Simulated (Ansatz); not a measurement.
The reference is MoSi$_{2}$ (space group I4/mmm, No. 139; a = 3.217 Å, c = 7.873 Å).

Levels (all Ansatz, a first-principles code, PAW, earlier PAW set): PBE (420 eV, spin-orbit coupling left out); r2SCAN (500 eV, scalar-relativistic without spin-orbit coupling).

Levels that relaxed their own cell: PBE and r2SCAN.

```tsv
level	lattice parameter a	lattice parameter c
PBE	3.217 Å	7.873 Å
r2SCAN	3.202 Å	7.819 Å
```

Measured: lattice parameter a 3.20519 Å (temperature not stated; as listed in Orest Pavlosiuk et al., Phys. Rev. B (2022)); lattice parameter c 7.84461 Å (temperature not stated; as listed in Orest Pavlosiuk et al., Phys. Rev. B (2022)).

Computed minus measured — lattice parameter a: PBE +0.4 %, r2SCAN -0.1 % (closest: r2SCAN); lattice parameter c: PBE +0.4 %, r2SCAN -0.3 %. Measured values not marked as corrected hold thermal and zero-point effects that the static-lattice runs lack.

Stability against distortions was not tested. All final runs are without spin polarisation.
